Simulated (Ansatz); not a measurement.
Start from K in the bcc (W type) structure (space group Im-3m, No. 229; a = 5.280 Å).

Calculations: Kohn–Sham DFT with the PBE functional, run in Ansatz (an electronic-structure program) with PAW and 420 eV plane waves, no spin-orbit coupling.

Base values:

| Property | Value |
|---|---|
| Volume per atom | 73.60 Å³ |

Now apply this change: cell and atoms relaxed at a pressure of 3 GPa.

How does this affect the volume per atom?

The volume per atom shrinks by 24.00 Å³ (73.60 Å³ → 49.60 Å³).

Load acts through the strain it causes; cell and atoms are relaxed under it. Whether these cells are dynamically stable was not tested.
